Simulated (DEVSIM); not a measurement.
Device: Si p-i-n diode, at 300 K.

```tsv
layer (left to right)	material	thickness (μm)	Nd (cm⁻³)	Na (cm⁻³)	τn (s)	τp (s)
1	Si	0.690	-	6.2e18	2.8e-6	2.8e-6
2	Si	1.10	1.3e11	-	2.8e-6	2.8e-7
3	Si	0.560	4.6e17	-	2.8e-6	2.8e-6
```

Left contact: ohmic. Right contact: ohmic. Voltage is applied to the left contact. Recombination: SRH at mid-gap, Auger. Gap narrowing is on: ΔEg = 6.92 meV × (l + √(l² + 0.5)), l = ln(N/1.3e17 cm⁻³), shared equally by both band edges. Mobility is μmin + (μ − μmin)/(1 + (N/Nref)^α).

The device is made up for the run: typed textbook-type constants, with dimensions and the other settings drawn at random. Values at 300 K.

```csv
parameter,Si
gap (eV),1.124
affinity (eV),4.05
permittivity,11.7
Nc (cm⁻³),2.86e19
Nv (cm⁻³),3.1e19
μn (cm²/Vs),1417
μp (cm²/Vs),470
"μn,min",52
"μp,min",45
"Nref,n",9.7e16
"Nref,p",2.2e17
αn,0.68
αp,0.72
Cn (cm⁶/s),2.8e-31
Cp (cm⁶/s),9.9e-32
```

Model (solved in DEVSIM): 1D drift-diffusion, Boltzmann statistics, complete ionisation; no tunnelling, impact ionisation, image-force lowering or self-heating.

Question: Tabulate band edges, carrier densities and field at zero bias.

Answer: Energies count from the Fermi level of the right contact; mesh points crowd at the junctions.

```csv
x (μm),Ec (eV),Ev (eV),n (cm⁻³),p (cm⁻³),field (V/cm)
0.000,1.028,-0.042,150,6.2e18,≈ 0
0.02731,1.028,-0.042,150,6.2e18,≈ 0
0.08344,1.028,-0.042,150,6.2e18,≈ 0
0.1988,1.028,-0.042,150,6.2e18,≈ 0
0.4715,1.028,-0.042,150,6.2e18,≈ 0
0.5970,1.028,-0.042,150,6.2e18,≈ 0
0.6580,1.028,-0.042,150,6.2e18,≈ 0
0.6931,1.014,-0.110,260,4.4e17,-60000
0.7242,0.933,-0.191,6000,1.9e16,-14000
0.7893,0.870,-0.254,69000,1.7e15,-7700
0.9259,0.775,-0.349,2700000,4.3e13,-6700
1.323,0.509,-0.615,8.2e10,1.4e9,-6700
1.581,0.336,-0.788,6.6e13,1800000,-6700
1.703,0.250,-0.874,1.8e15,64000,-7700
1.775,0.175,-0.949,3.3e16,3600,-18000
1.797,0.115,-0.990,3.3e17,720,-13000
1.831,0.107,-0.998,4.6e17,520,-54
1.899,0.107,-0.998,4.6e17,520,≈ 0
2.102,0.107,-0.998,4.6e17,520,≈ 0
2.241,0.107,-0.998,4.6e17,520,≈ 0
2.310,0.107,-0.998,4.6e17,520,≈ 0
2.350,0.107,-0.998,4.6e17,520,≈ 0
```
